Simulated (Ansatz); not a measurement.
**Effect of biaxial strain +1.50 %, plane normal [001], relaxed out of plane on Rh**

Base system: Rh in the fcc (Cu type) structure (space group Fm-3m, No. 225; a = 3.755 Å; relaxed with 0.1 eV smearing). Axes: x, y, z lie along the cube axes.

Now apply this change: tensile biaxial strain of 1.50 % in the plane normal to [001], as in epitaxy on a mismatched substrate; the out-of-plane cell vector and the atoms relax.

The values are results of DFT with LDA, PAW potentials and a 420 eV plane-wave cutoff in Ansatz (a first-principles code), scalar-relativistic without spin-orbit coupling, not measurements. k-mesh 30×30×30 (Γ-centred); smearing 0.1 eV (Fermi–Dirac).

Volume per atom: 13.46 Å³ (base 13.24 Å³)
Space group: I4/mmm (No. 139) (base Fm-3m (No. 225))
Shortest interatomic distance: 2.658 Å (base 2.655 Å)
Energy relative to the base (free energy F): +9.2 meV/atom
Pressure (mean of the normal stresses, compression positive): -4.8 GPa (base 0.0 GPa)
Band gap: zero (base zero)
Out-of-plane strain: -1.34 %
Ratio −ε⊥/ε∥: 0.89
Mean in-plane stress (compression positive): -7.2 GPa

Final structure (turned so that z lies along the plane normal):

```xyz
1
Lattice="2.6951 0.0000 0.0000 0.0000 2.6951 0.0000 1.3476 -1.3476 1.8524" Properties=species:S:1:pos:R:3 pbc="T T T"
Rh     0.0000     0.0000     0.0000
```

Stability against distortions was not tested. All final runs are without spin polarisation.
